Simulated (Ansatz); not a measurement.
**Response to strain in SrHfN2**

Base system: SrHfN2 (space group R-3m, No. 166; a = 3.320 Å, c = 17.583 Å (hexagonal axes); a cell from a computed database, its experimental status unchecked). Axes: x lies along a and z along c of the hexagonal cell.

Strains are applied to the cell and any free atomic positions relax.

Method: PBEsol (Ansatz, a quantum-chemistry and plane-wave program), without spin-orbit coupling.

Notes on the quantities. pressure: mean of the normal stresses, compression positive; energy relative to the base: free energy F.

```tsv
variant	volume per atom	pressure	energy relative to the base	band gap	smallest direct gap
base	13.99 Å³	0.00 GPa	0 meV/atom	0.17 eV	0.74 eV
uniaxial strain ε_xx = +0.16 %	14.01 Å³	-0.26 GPa	0.0 meV/atom	0.16 eV	0.74 eV
uniaxial strain ε_xx = +3.19 %	14.43 Å³	-4.77 GPa	+14 meV/atom	0.11 eV	0.70 eV
uniaxial strain ε_xx = +4.17 %	14.57 Å³	-6.06 GPa	+23 meV/atom	0.09 eV	0.69 eV
uniaxial strain ε_yy = −5.44 %	13.22 Å³	10.5 GPa	+48 meV/atom	zero	–
```

The mesh was chosen for an insulator and is coarse for the gapless case. With Hf present, leaving out spin-orbit coupling can change the band edges. Stability against distortions was not tested. The final runs are not spin-polarised. The zero or small gap of SrHfN2 can change with the level of theory.
